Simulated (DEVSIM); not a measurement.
Structure: abrupt GaP n-p junction, at 300 K.

Layer 1 from the left is GaP, thickness (μm) 0.690, Nd (cm⁻³) 4.9e18, τn (s) 1.2e-6, τp (s) 1.2e-6. Layer 2 from the left is GaP, thickness (μm) 190, Na (cm⁻³) 2.6e17, τn (s) 1.2e-6, τp (s) 1.2e-6.

Left contact: ohmic. Right contact: ohmic. Voltage is applied to the left contact. Recombination: SRH at mid-gap, radiative, Auger. Mobility is μmin + (μ − μmin)/(1 + (N/Nref)^α).

The device is made up for the run: typed textbook-type constants, with dimensions and the other settings drawn at random. Values at 300 K.

GaP: gap (eV) 2.26, affinity (eV) 3.8, permittivity 11.1, Nc (cm⁻³) 1.8e19, Nv (cm⁻³) 1.9e19, μn (cm²/Vs) 250, μp (cm²/Vs) 150, μn,min 10, μp,min 10, Nref,n 4.4e18, Nref,p 1e18, αn 0.8, αp 0.85, B (cm³/s) 1e-13, Cn (cm⁶/s) 1e-30, Cp (cm⁶/s) 1e-30.

Simulated with DEVSIM: 1D drift-diffusion, Boltzmann statistics, complete ionisation; no tunnelling, impact ionisation, image-force lowering or self-heating.

Dark forward current:

| |V| (V) | |J| (A/cm²) |
|---|---|
| 0.80 | 2.463e-13 |
| 0.85 | 6.592e-13 |
| 0.90 | 1.758e-12 |
| 0.95 | 4.730e-12 |
| 1.00 | 1.283e-11 |
| 1.05 | 3.473e-11 |
| 1.10 | 9.363e-11 |
| 1.15 | 2.532e-10 |
| 1.20 | 6.887e-10 |
| 1.25 | 1.880e-9 |
| 1.30 | 5.150e-9 |
| 1.35 | 1.428e-8 |
| 1.40 | 4.061e-8 |
| 1.45 | 1.217e-7 |
| 1.50 | 4.046e-7 |
| 1.55 | 1.594e-6 |
| 1.60 | 7.690e-6 |
| 1.65 | 4.389e-5 |
| 1.70 | 0.0002775 |
| 1.75 | 0.001845 |
| 1.80 | 0.01253 |
| 1.85 | 0.08518 |
| 1.90 | 0.5508 |
| 1.95 | 2.796 |
| 2.00 | 8.704 |
| 2.05 | 17.94 |

Work out the local ideality factor n = ΔV / (kT/q · ln(J2/J1)) between the rows 0.80 and 0.85 V, 1.80 and 1.85 V, 2.00 and 2.05 V.

kT/q = 25.85 mV. From 0.80 to 0.85 V: ln(6.592e-13/2.463e-13) = 0.984, n = 1.96, near the 2 of recombination in the depletion region. From 1.80 to 1.85 V: ln(0.08518/0.01253) = 1.917, n = 1.01, near the 1 of diffusion or emission over a barrier. From 2.00 to 2.05 V: ln(17.94/8.704) = 0.723, n = 2.67; the layers' resistance at their doping, Σ W/(qμN) = 0.0039 Ω cm², would take 36 mV of this step of 50 mV.

Estimate the current at 1.75 V from the Shockley equation with J0 = Σ q ni² D/(N L) coth(W/L), τ joining the SRH, radiative and Auger lifetimes that are on, and W taken as the whole layer.

ni² = 3.67 cm⁻⁶; holes in the n layer: μ = 38.8 cm²/Vs, D = 1.00 cm²/s, τ = 3.95e-8 s, L = 1.99 μm, W/L = 0.35, term 1.81e-33 A/cm²; electrons in the p layer: μ = 227 cm²/Vs, D = 5.88 cm²/s, τ = 1.08e-6 s, L = 25.2 μm, W/L = 7.5, term 5.28e-33 A/cm². J0 = 7.09e-33 A/cm², and J = J0 exp(qV/kT) = 0.00179 A/cm². The simulation gives 0.00185 A/cm²; the estimate lies 3.2 % below. The estimate leaves out recombination in the depletion region and that region's share of W.
